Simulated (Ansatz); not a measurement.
Base system: LiBr in the wurtzite structure (space group P6_3mc, No. 186; a = 4.136 Å, c = 6.620 Å; a cell from a computed database, its experimental status unchecked). Axes: x lies along a and z along c of the hexagonal cell.

All numbers come from Kohn–Sham DFT with the PBEsol functional, run in Ansatz (an electronic-structure program) with PAW and 420 eV plane waves, without spin-orbit coupling, earlier PAW set.

Perturbation: every lattice vector is shortened by 1.29 %, atoms relaxed at fixed cell.

Question: Predict the stress tensor and what it implies for the stiffness.

Answer: Stress of the strained cell less that of the base (GPa, compression positive):
```
   0.88    0.00    0.00
   0.00    0.88    0.00
   0.00    0.00    0.87
```

Then B = −ΔP/(ΔV/V₀) with ΔV/V₀ = -0.0382 gives secant stiffness values (nonlinear terms included at this strain): B (at held cell shape, above the free-shape value) ≈ 23 GPa.

Whether these cells are dynamically stable was not tested. This is not the structure that LiBr has at room temperature and ambient pressure.
